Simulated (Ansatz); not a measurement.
For TaTe (model structure, within 0.1 Å of Pm-3m, No. 221, 4 atoms in the cell), LDA (Ansatz, a quantum-chemistry and plane-wave program, plane waves, PAW) gives:

```
Property                Value
---------------  ------------
bulk modulus B0       167 GPa
cohesive energy  6.33 eV/atom
```

What does PBEsol in Ansatz (plane waves, PAW) give for the same quantities?


- bulk modulus: 160 GPa (shrinks by 4.2 %)
- cohesive energy: 5.79 eV/atom (falls by 0.54 eV/atom)

Changes are worked out from the printed values.

Unless a cell is named, each level is at its own relaxed cell (LDA 18.91, PBEsol 19.28 Å³/atom).

Levels without +SOC leave out spin–orbit coupling, which shifts energies and cells of such heavy elements.

Caveats: the bulk modulus is −V dP/dV from two relaxed cells at ±2 % in volume (LDA, PBEsol). Ansatz's density-functional and Hartree–Fock values are scalar-relativistic unless marked +SOC, with PAW data made under PBE.

A model structure was made by putting elements into a prototype or built by hand; it is no filed structure, need not be a known phase, and can be a saddle point held by its symmetry.
